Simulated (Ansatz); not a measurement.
# WGe₂ (Pnma, No. 62, 12 atoms in the cell; start mp-1101810)

These are LDA (Ansatz, an electronic-structure program, plane waves, PAW) values and carry that method's errors.

Settings: plane-wave cutoff 500 eV, 6×12×6 k mesh (along the axes of the cell as run), Fermi–Dirac smearing 0.05 eV, no spin polarisation, scalar-relativistic PAW data made under PBE.

Cell (relaxed at this level):

```xyz
12
Lattice="6.3118 0.0000 0.0000 0.0000 3.4191 0.0000 0.0000 0.0000 8.4690" Properties=species:S:1:pos:R:3 pbc="T T T"
Ge     2.3098     0.8548     3.8883
Ge     4.0020     2.5643     4.5806
Ge     0.8461     2.5643     8.1228
Ge     5.4657     0.8548     0.3462
Ge     2.7554     0.8548     7.3493
Ge     3.5564     2.5643     1.1197
Ge     0.4005     2.5643     3.1148
Ge     5.9113     0.8548     5.3542
W      4.7390     0.8548     2.7888
W      1.5728     2.5643     5.6802
W      4.7287     2.5643     7.0233
W      1.5831     0.8548     1.4457
```

```
Quantity  Result
--------  ------
band gap    none
```

Note: the relaxation could not lower the start's symmetry, so the cell can be a saddle point above a distorted one.

Spin–orbit coupling is not included.

Computed values are for the static lattice.

Computing time: very roughly 17 core-minutes.

A start named mp-… is a Materials Project structure, which need not be a measured phase.
